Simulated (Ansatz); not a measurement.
**CaO: energy against strain**

CaO (rock salt, Fm-3m, 13.542 Å³/atom at rest, cube axes along x, y and z) under a strain ε along a cube axis (axis z), the other axes held. PBEsol in Ansatz, a plane-wave DFT program (PAW, default set), 420 eV, 12×12×12 Γ-centred mesh, Fermi-Dirac smearing 0.05 eV; ions are relaxed within the symmetry of each cell.

Here s stands for strain and y for E less E0.

```
strain (%)  E less E0 (meV/atom)
----------  --------------------
-3.00                          ?
-1.50                       2.30
-1.00                       0.99
-0.50                       0.23
0.00                        0.00
0.50                        0.22
1.00                        0.91
1.50                        2.03
```

Taking a parabola for y over the 7 complete rows: Least squares gives y = -0.012 - 0.0700·s + 0.9667·s². Residuals (row less fit): 0.032, -0.035, -0.035, 0.012, 0.025, 0.025, -0.028; standard error 0.038 (degrees of freedom: 4). Twice the quadratic coefficient over the volume, 2 × 0.9667 meV × 10⁴ × 0.1602 / 13.542 Å³, is the elastic constant C11 = 229 ± 4 GPa.

Task: What does the fit predict for y at s = -3.00, and how far is the calculated value from it?

Result: y = -0.012 - 0.0700 × (-3.0) + 0.9667 × (-3.0)² = 8.898 meV/atom. The calculation gives 9.86 meV/atom, 0.962 meV/atom above the prediction (9.8 % of the range of y in the table). The row lies outside the fitted rows, so this is an extrapolation. From the scatter of the fitted rows alone, a prediction at this place has a standard error of 0.144 meV/atom, so the miss is 6.7 times that.

One order more, fitted to all 13 runs of the series, follows each within 0.02, so the miss is the next term of a smooth law. Rows are the converged runs of the series near zero and its far end; series whose fitted rows scatter by over a few per cent of the range, as at a crossing or softening among them, aren't shown in this form. Most that stay on the fit to the last digits aren't either.
